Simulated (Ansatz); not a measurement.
Start from Mg in the hcp (Mg type) structure (space group P6_3/mmc, No. 194).

```cif
data_Mg2
_chemical_formula_sum 'Mg2'
_space_group_name_H-M_alt 'P63/mmc'
_space_group_IT_number 194
_space_group_name_Hall '-P 6c 2c'
_cell_length_a 3.16680
_cell_length_b 3.16680
_cell_length_c 5.18844
_cell_angle_alpha 90.000
_cell_angle_beta 90.000
_cell_angle_gamma 120.000
loop_
_atom_site_label
_atom_site_type_symbol
_atom_site_symmetry_multiplicity
_atom_site_Wyckoff_symbol
_atom_site_fract_x
_atom_site_fract_y
_atom_site_fract_z
_atom_site_occupancy
Mg1 Mg 2 d 0.66667 0.33333 0.25000 1
```

Calculations: Kohn–Sham DFT with the PBEsol functional, run in Ansatz (a program for electronic structure) with PAW and 420 eV plane waves, spin-orbit coupling left out.

One change was made to it. Results:

| quantity | base | after |
|---|---|---|
| density | 1.79 g/cm³ | 3.94 g/cm³ |
| c/a ratio | 1.638 | 1.635 |

Problem. Which change produced these results?
(A) Mg → Sr
(B) Mg → Be
(C) Mg → Ba
(D) Mg → Ca

Solution. C, Mg → Ba. For comparison, the density in the other runs: Mg → Sr gives 2.78 g/cm³; Mg → Be gives 1.91 g/cm³; Mg → Ca gives 1.63 g/cm³.

Stability against distortions was not tested. As relaxed here, Ba is a hypothetical phase, not in the database extracts checked. This is not the structure that Sr has at room temperature and ambient pressure. This is not the structure that Ca has at room temperature and ambient pressure.
